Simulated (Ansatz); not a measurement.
An Ansatz (an electronic-structure program) input (Kohn–Sham DFT with the PBEsol functional, run in Ansatz with PAW and 420 eV plane waves, without spin-orbit coupling):

Ansatz 0.2 input:
```yaml
crystal:
  lattice:
    - [5.5016577371, 0, -4.4414418536]
    - [-2.7508288686, 4.7645753633, 0]
    - [5.5016577371, 0, 4.4414418536]
  atoms:
    - { symbol: Sb, position: [0.7095808687, 0.3315705674, 0.4532642294] }
    - { symbol: Re, position: [0.7070752179, 0.8366410086, 0.4592771956] }
    - { symbol: Re, position: [0.9580400707, 0.3343797166, 0.7136085421] }
    - { symbol: Re, position: [0.958123054, 0.8352289393, 0.7053603119] }
    - { symbol: Re, position: [0.2048265716, 0.3384896819, 0.9572701249] }
    - { symbol: Re, position: [0.208209297, 0.8308728604, 0.9589829411] }
    - { symbol: Re, position: [0.4550095689, 0.3327496608, 0.2093123539] }
    - { symbol: Re, position: [0.4568102007, 0.8312663994, 0.2071556199] }
    - { symbol: Re, position: [0.0410665485, 0.1716224815, 0.2941502111] }
    - { symbol: Re, position: [0.0418453557, 0.671406936, 0.287664549] }
    - { symbol: Re, position: [0.2934969044, 0.170820724, 0.5430599214] }
    - { symbol: Re, position: [0.295748097, 0.6589553117, 0.5391193305] }
    - { symbol: Re, position: [0.5434258087, 0.1677297346, 0.7905497679] }
    - { symbol: Re, position: [0.5441857403, 0.6637659706, 0.7932132737] }
    - { symbol: Re, position: [0.7894483116, 0.1686116996, 0.0446718996] }
    - { symbol: Re, position: [0.7941629038, 0.6713532046, 0.0430403915] }
basis: { ecutwfc: 420, ecutrho_ratio: 4, xc_grid: 2, fft_grid_basis: typed }
kpoints: { mp_grid: { grid: [7, 7, 7] } }
hamiltonian:
  xc: pbesol
  dispersion: none
  pseudopotentials: { kind: paw }
scf: { occupations: { method: fermi_dirac, width: 0.05 }, convergence: { dr2_threshold: 0.0000000016 } }
relax: { f_tol: 0.02, max_steps: 45 }
output: { forces: true, stress: true }
checkpoint: { write: state.ck, write_every: 1000 }
```

Which symmetry and how many k-points will the program report, and about how many plane waves at Γ?

Space group P1 (ITA 1) with 1 operations, k-points 172 of 343, and 4549 plane waves at Γ.

And the final pressure?

7.24 GPa (compression positive).

In so small a cell the defect repeats every few ångströms: this is an ordered compound, not a dilute defect. The final runs are not spin-polarised. The cell was made from Re in the hcp (Mg type) structure (space group P6_3/mmc, No. 194) by this change: Sb on a Re site. The defect cell is not spin-polarised.
